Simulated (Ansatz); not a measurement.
Consider NbN in the rock salt structure (space group Fm-3m, No. 225; a = 4.421 Å).

Level of theory: PBE, PAW, 420 eV (Ansatz, a program for electronic structure; spin-orbit coupling left out), earlier PAW set.

One change was made to it. Results:

| quantity | base | after |
|---|---|---|
| density | 8.22 g/cm³ | 8.66 g/cm³ |
| shortest interatomic distance | 2.211 Å | 2.172 Å |

Question: Which change produced these results?
A) pressure 9 GPa
B) pressure 18 GPa
C) pressure 45 GPa
D) pressure 60 GPa
E) pressure 1.8 GPa

Answer: B, pressure 18 GPa. For comparison, the density in the other runs: pressure 9 GPa gives 8.45 g/cm³; pressure 60 GPa gives 9.48 g/cm³; pressure 1.8 GPa gives 8.26 g/cm³; pressure 45 GPa gives 9.21 g/cm³.

Load acts through the strain it causes; cell and atoms are relaxed under it. Whether these cells are dynamically stable was not tested. No other phases were tried under pressure. All final runs are without spin polarisation.
